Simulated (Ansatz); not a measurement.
**Ta: strain along the normal**

Ta (bcc, Im-3m, 17.681 Å³/atom at rest) under an equal strain ε in the (001) plane with the normal axis free, as in a coherent film. PBEsol in Ansatz, a plane-wave DFT program (PAW, default set), 420 eV, 28×28×28 Γ-centred mesh, Fermi-Dirac smearing 0.10 eV; ions are relaxed within the symmetry of each cell.

Here s stands for strain and y for normal strain.

```csv
strain (%),normal strain (%)
-1.50,1.82
-1.00,1.20
-0.50,0.60
0.00,0.00
0.50,-0.59
1.00,-1.17
1.50,-1.76
3.00,?
```

Q: Fit y against s with a straight line, and predict the withheld value at s = 3.00.

A: Means: s 0, y 0.014. About the means, the sum of products is -8.3350 and the sum of squares of s is 7.0000; the slope is their ratio. Least squares gives y = 0.014 - 1.1907·s. Residuals (row less fit): 0.020, -0.005, -0.009, -0.014, -0.009, 0.007, 0.012; standard error 0.014 (degrees of freedom: 5). The slope, -1.19 ± 0.01, is the elastic response of the normal axis, −2C12/C11 for this plane. At the withheld row, y = 0.014 - 1.1907 × 3.0 = -3.558%. The calculation gives -3.60%, 0.042% below the prediction (0.8 % of the range of y in the table). The row lies outside the fitted rows, so this is an extrapolation. From the scatter of the fitted rows alone, a prediction at this place has a standard error of 0.022%, so the miss is 1.9 times that.

One order more doesn't follow all runs of the series either: the slope changes along it. In a metal these values are sensitive to mesh and smearing; energies are taken to zero smearing, stresses follow the free energy. Rows are the converged runs of the series near zero and its far end; series whose fitted rows scatter by over a few per cent of the range, as at a crossing or softening among them, aren't shown in this form. Most that stay on the fit to the last digits aren't either.
